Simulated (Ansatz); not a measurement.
Consider TaSi$_{2}$ (space group P6_222, No. 180; a = 4.7760 Å, c = 6.5628 Å). Axes: x lies along a and z along c of the hexagonal cell.

Calculations: r2SCAN (Ansatz, a program for electronic structure, PAW, no spin-orbit coupling).

Before the change:

| Quantity | Result |
|---|---|
| Volume per atom | 14.40 Å³ |

The change: uniaxial stress, 2 GPa tension along x; all other stress components relax to zero.

Question: What does the calculation give for the energy relative to the base and volume per atom after the change?

Answer: The energy rises by 0.5 meV/atom; the volume per atom grows by 0.06 Å³ (14.40 Å³ → 14.46 Å³).

Without a gap, meshes like the base's 11×11×7 leave anisotropic stresses uncertain by several tenths of a GPa, and small strain energies with them. Load acts through the strain it causes; cell and atoms are relaxed under it. Beyond what the load breaks, stability against distortions was not tested. All final runs are without spin polarisation. An odd electron count without spin: TaSi2.
